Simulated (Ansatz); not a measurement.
# A computed series for Te: pressure series

Start from Te (space group P3_121, No. 152; a = 4.624 Å, c = 5.903 Å; made of chains).

Cell and atoms are relaxed at each pressure.

Level of theory: r2SCAN/PAW in Ansatz (a quantum-chemistry and plane-wave program), scalar-relativistic without spin-orbit coupling.

```tsv
case	c/a ratio	density
base	1.277	5.81 g/cm³
pressure −1 GPa	[?]	[?]
pressure 0.3 GPa	1.295	5.94 g/cm³
pressure 0.7 GPa	1.314	6.08 g/cm³
pressure 1.5 GPa	1.344	6.32 g/cm³
pressure 7.5 GPa	1.443	7.26 g/cm³
pressure 10 GPa	1.471	7.53 g/cm³
```

Task: Some entries are withheld; estimate them.

Result: 
- pressure −1 GPa, c/a ratio: 1.139
- pressure −1 GPa, density: 4.89 g/cm³

The mesh was chosen for an insulator and is coarse for the gapless case. Load acts through the strain it causes; cell and atoms are relaxed under it. No phonon test of stability was made. No other phases were tried under pressure. No dispersion term is included, though the crystal is made of layers, chains or molecules, so its spacings can come out too wide.
